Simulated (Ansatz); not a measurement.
TaAl (model structure, Pm-3m, No. 221, 2 atoms in the cell) was calculated with r²SCAN (PAW; Ansatz, a quantum-chemistry and plane-wave program).

Settings: plane-wave cutoff 560 eV, 18×18×18 k mesh, Fermi–Dirac smearing 0.05 eV, scalar-relativistic PAW data made under PBE.

Cell (relaxed at this level):

```yaml
crystal:
  lattice:
    - [3.20669, 0.00000, 0.00000]
    - [0.00000, 3.20669, 0.00000]
    - [0.00000, 0.00000, 3.20669]
  atoms:
    - { symbol: Ta, position: [0.00000, 0.00000, 0.00000] }
    - { symbol: Al, position: [0.50000, 0.50000, 0.50000] }
```

Question: Predict the bulk modulus.

Answer: 
* **bulk modulus**: 164 GPa

The run finds no gap.

Note: the bulk modulus is −V dP/dV from two relaxed cells at ±2 % in volume; the relaxation could raise the start's symmetry but not lower it, so the cell can be a saddle point.

Spin–orbit coupling is not included.

Computed values are for the static lattice.

The result took around 50 core-seconds (rough).

A model structure was made by putting elements into a prototype or built by hand; it is no filed structure, need not be a known phase, and can be a saddle point held by its symmetry.
